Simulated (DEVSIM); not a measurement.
**abrupt Si p-n junction**

System: abrupt Si p-n junction, at 250 K.

| layer (left to right) | material | thickness (μm) | Nd (cm⁻³) | Na (cm⁻³) | τn (s) | τp (s) |
|---|---|---|---|---|---|---|
| 1 | Si | 59.0 | - | 3.3e13 | 0.00014 | 0.00014 |
| 2 | Si | 5.20 | 4.3e14 | - | 0.00014 | 0.00014 |

Left contact: ohmic. Right contact: ohmic. Voltage is applied to the left contact. Recombination: SRH at mid-gap, radiative. Mobility is constant in doping.

This is a model device: material constants are rounded textbook-type values typed into the input, and sizes, dopings and lifetimes were drawn at random. Values at 300 K; Nc and Nv go as T^1.5, mobilities as T to minus their exponent, the gap by Varshni's rule with the affinity fixed.

| parameter | Si |
|---|---|
| gap (eV) | 1.124 |
| affinity (eV) | 4.05 |
| permittivity | 11.7 |
| Nc (cm⁻³) | 2.86e19 |
| Nv (cm⁻³) | 3.1e19 |
| μn (cm²/Vs) | 1417 |
| μp (cm²/Vs) | 470 |
| T exponent of μn | 2.3 |
| T exponent of μp | 2.2 |
| B (cm³/s) | 4.7e-15 |
| Varshni α (eV/K) | 0.000473 |
| Varshni β (K) | 636 |

DEVSIM, 1D drift-diffusion, Boltzmann statistics, complete ionisation; no tunnelling, impact ionisation, image-force lowering or self-heating.

```json
{
 "potential_step_across_the_device_at_zero_bias": "0.612 V",
 "largest_field_in_the_device_at_zero_bias": "2400 V/cm",
 "Dark forward voltage at 1 A/cm²": "0.748 V"
}
```

Small-signal capacitance in reverse bias (quasi-static):

| V (V) | C (nF/cm²) |
|---|---|
| -0.4 | 1.62 |
| -1 | 1.27 |
| -2 | 0.995 |
| -3 | 0.844 |
| -4 | 0.746 |
| -6 | 0.622 |
| -8 | 0.545 |
| -10 | 0.491 |
| -13 | 0.433 |
| -16 | 0.392 |
| -20 | 0.352 |

Dark forward current:

| V (V) | J (A/cm²) |
|---|---|
| 0.05 | 8.0e-12 |
| 0.15 | 4.3e-10 |
| 0.30 | 3.7e-7 |
| 0.40 | 3.8e-5 |
| 0.55 | 0.027 |
| 0.65 | 0.30 |
| 0.75 | 1.0 |
| 0.90 | 3.0 |
| 1.00 | 4.9 |
| 1.10 | 7.1 |
| 1.25 | 11 |
| 1.35 | 14 |
| 1.50 | 18 |
| 1.60 | 21 |
